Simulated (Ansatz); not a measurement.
The reference is CsPbBr$_{3}$ (space group R3m, No. 160; a = 8.261 Å, c = 10.338 Å (hexagonal axes); a hypothetical phase, not in the database extracts checked).

Method: PBEsol (Ansatz, a quantum-chemistry and plane-wave program), no spin-orbit coupling.

For the base:

| Item | Value |
|---|---|
| Gap between the host's bands | 1.52 eV |
| Gap character | direct at T |

Modification: 0.611 electrons added to each cell, a density of 3.0×10^21 cm⁻³, with a uniform compensating background at fixed cell and a 300 K Fermi–Dirac width.

Question: What does the calculation give for the gap between the host's bands after the change?

Answer: The gap between the host's bands goes up by 0.086 eV (1.52 eV → 1.60 eV).

Question: How does this affect the gap character?

Answer: The gap character remains direct at T.

Question: What happens to the Fermi level from band edge?

Answer: The Fermi level relative to the doped band's edge (positive inside the band; to 0.05 eV) amounts to +0.70 eV.

Question: What happens to the largest internal atomic displacement?

Answer: The largest internal atomic displacement amounts to 0.136 Å.

Carriers are added with a uniform compensating background; total energy and stress of such cells depend on the potential's zero and are not compared; many-body gap narrowing is missing at this level. Spin-orbit coupling, missing from the scalar runs, can matter with Pb. Stability against distortions was not tested.
